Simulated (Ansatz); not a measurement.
**Input and output of a self-consistent single point for Ca₃BiP (P4mm, 5 atoms in the cell) (Ansatz, a quantum-chemistry and plane-wave program)**

Method: PBEsol, default PAW files made with PBE (plane waves; Ansatz).

The input file:

Ansatz 0.2 input:
```yaml
# Ca3BiP
crystal:
  lattice:
    - [5.401218, 0.000000, 0.000000]
    - [0.000000, 5.401218, 0.000000]
    - [0.000000, 0.000000, 5.401218]
  atoms:
    - { symbol: Ca, position: [0.009257, 0.500000, 0.500000] }
    - { symbol: Ca, position: [0.500000, 0.000000, 0.500000] }
    - { symbol: Ca, position: [0.500000, 0.500000, 0.000000] }
    - { symbol: Bi, position: [0.000000, 0.000000, 0.000000] }
    - { symbol: P, position: [0.500000, 0.500000, 0.500000] }
basis:
  ecutwfc: 420.0
kpoints:
  mp_grid: { grid: [5, 5, 5] }
hamiltonian:
  xc: pbesol
  pseudopotentials: { kind: paw }
scf:
  occupations: { method: fermi_dirac, width: 0.1 }
output:
  forces: true
  eigenvalues: true
  stress: true
```

Log, with long lists cut:

```
WARN ansatz: RAYON_NUM_THREADS=1 ignored (pool sized by the plan → 1); use --threads N
Pseudopotentials: kind: paw
Pseudopotential: Ca, paw, valence charge 10
Pseudopotential: Bi, paw, valence charge 15
Pseudopotential: P, paw, valence charge 5
Crystal: 5 atoms, lattice volume = 157.571 Å³
Basis set: ecut = 420 eV, 3071 PW (Γ), exchange–correlation on 80×80×80 points (8 copies of the dense FFT grid, shifted against one another)
Bands: 30, of which v1, the nominal top of the filled ones, is band 25 counted from 1 (24 counted from 0)
Symmetry: 8 space group operations
Space group: P4mm (ITA 99), of the structure as read, at distance tolerance 5.4e-5 Å
k-points: 18 of 125 (time reversal used)
PAW frozen core: Ca, regenerated for the run's functional, and the local potential with it
PAW frozen core: Bi, regenerated for the run's functional, and the local potential with it
PAW frozen core: P, regenerated for the run's functional, and the local potential with it
Initial density: superposition of atomic densities (neutral atoms: chi_scale 0, normalization atom), corrected by the library's trained network
Initial wavefunctions: pseudopotential atomic-orbital guess
Eigensolver: davidson
Functional: x = pbesol(κ = 0.804, μ = 0.12345679012345678), c = pbesol(β = 0.046)
SCF iter   1: F=—  HF=-18368.193556 eV  |F-HF|=—  |Δ(HF+E_count)|=         —  Δρ=3.15e-3  dr2=3.64e-2  ethr=1.77e-3  ⟨swp⟩=11.7  Hψ=2970  notcnv=0
all-band conjugate gradients solve this SCF's bands
preconditioner: auto → Resta (q_TF=auto, 2.253 Å⁻¹)
SCF iter   2: F=—  HF=-18368.185437 eV  |F-HF|=—  |Δ(HF+E_count)|=   8.12e-3  Δρ=1.46e-3  dr2=7.44e-3  ethr=7.27e-5  ⟨swp⟩=2.0  Hψ=854  notcnv=0
SCF iter   3: F=—  HF=-18368.183591 eV  |F-HF|=—  |Δ(HF+E_count)|=   1.85e-3  Δρ=3.91e-4  dr2=3.01e-4  ethr=1.49e-5  ⟨swp⟩=2.2  Hψ=736  notcnv=0
SCF iter   4: F=—  HF=-18368.183606 eV  |F-HF|=—  |Δ(HF+E_count)|=   1.47e-5  Δρ=9.70e-5  dr2=3.03e-5  ethr=6.03e-7  ⟨swp⟩=2.9  Hψ=1048  notcnv=0
SCF iter   5: F=—  HF=-18368.183620 eV  |F-HF|=—  |Δ(HF+E_count)|=   1.38e-5  Δρ=2.43e-5  dr2=6.01e-7  ethr=6.07e-8  ⟨swp⟩=2.0  Hψ=777  notcnv=0
SCF iter   6: F=-18368.183620 eV  HF=-18368.183620 eV  |F-HF|=2.84e-8  |Δ(HF+E_count)|=   3.65e-7  Δρ=5.85e-6  dr2=4.36e-8  ethr=2.00e-10  ⟨swp⟩=10.7  Hψ=2891  notcnv=0
SCF 1 converged in 6 iterations: F = -18368.183620 eV  dr2 = 4.36e-8
SCF converged after 6 iterations
Free energy (F): -18368.183620 eV
Harris-Foulkes:  -18368.183620 eV  (|F-HF|=2.84e-8)
Internal energy: -18368.178816 eV  (E = F + TS)
E sigma→0 (E₀):  -18368.181218 eV
Entropy (-TS):   -0.004804 eV (-0.961 meV/atom)
Fermi energy:    6.943424 eV
--- Per-component energies (eV) ---
  E_band       = -584.032682
  E_kinetic    = 1206.864784
  E_local      = -4081.968848  (includes V_loc(G=0)·N_el)
  E_nonlocal   = 788.889603
  E_hartree    = 1353.704720
  E_xc         = -617.622406
  E_vxc        = -714.458327  (∫ρ·V_xc dr)
  E_paw        = -13575.225690  (= ΣΔE_a)
  E_vpaw       = -490.768465  (= ΣTr[D̂ρ^β])
  E_aug_tail   = -0.000487  (compensation charges beyond the density's cutoff)
  E_ewald      = -3443.312722
  E_core_change = 0.492231  (= ΣΔE_core)
  E_smearing   = -0.004804  (= −TS)
  E_closure    = 0.000000  (closes the sum)
  Σ components = -18368.183620   (vs F -18368.183620, Δ=0.00e0)
--- Forces (eV/Å), atoms counted from 1 ---
  atom   1  Ca    -0.46191845     0.00000000     0.00000000
  atom   2  Ca     0.04803206    -0.00000000     0.00000000
  atom   3  Ca     0.04803206    -0.00000000     0.00000000
  atom   4  Bi     0.01933921     0.00000000     0.00000000
  atom   5  P      0.34652354     0.00000000     0.00000000
  max |Σ_I F_I| component: 8.42e-6 eV/Å
--- Stress (GPa, compression-positive) ---
       -0.936788      -0.000000       0.000000
       -0.000000      -1.019422       0.000000
        0.000000       0.000000      -1.019422
  P = ⅓ Tr σ = -0.9919 GPa (-9.919 kbar)
  The stress holds the Pulay correction. Without it, at fixed plane waves, as pw.x and ABINIT print it: P = -1.0006 GPa
--- Band table (eV; the first three rows and the last of 18) ---
  k-point 0: bands = ["-34.2476", "-34.2275", "-34.2230", "-15.4279", "-15.4268", "-15.4268", "-15.3673", "-15.3642", "-15.3642", "-15.2643", "-15.2643", "-15.2623", "-14.9310", "-14.9310", "-14.9309", "-14.9283", "-14.9283", "-3.3621", "-2.7770", [...]
  k-point 1: bands = ["-34.2457", "-34.2290", "-34.2233", "-15.4217", "-15.4201", "-15.4175", "-15.3707", "-15.3676", "-15.3653", "-15.2807", "-15.2691", "-15.2660", "-14.9310", "-14.9293", "-14.9292", "-14.9279", "-14.9271", "-3.2544", "-2.7658", [...]
  k-point 2: bands = ["-34.2411", "-34.2332", "-34.2237", "-15.4094", "-15.4061", "-15.3960", "-15.3775", "-15.3759", "-15.3671", "-15.3125", "-15.2774", "-15.2742", "-14.9310", "-14.9272", "-14.9266", "-14.9265", "-14.9251", "-3.0317", "-2.7875", [...]
  k-point 17: bands = ["-34.2354", "-34.2339", "-34.2282", "-15.4695", "-15.4287", "-15.4263", "-15.4257", "-15.3318", "-15.3291", "-15.3268", "-15.2381", "-15.2350", "-14.9305", "-14.9305", "-14.9304", "-14.9263", "-14.9263", "-2.8871", "-2.2845", [...]
```

The run converged in 6 iterations.

The starting cell comes from a database of computed structures (which also holds hypothetical and non-ambient phases and stackings), without a prior relaxation at this level. Its lattice was rescaled by up to half a per cent. One atom was moved a little off its site on purpose. Spin-orbit coupling is off. Ansatz's pressure includes its estimate of the finite-basis (Pulay) stress. A gap is left out here, as mesh or smearing make it unsure.
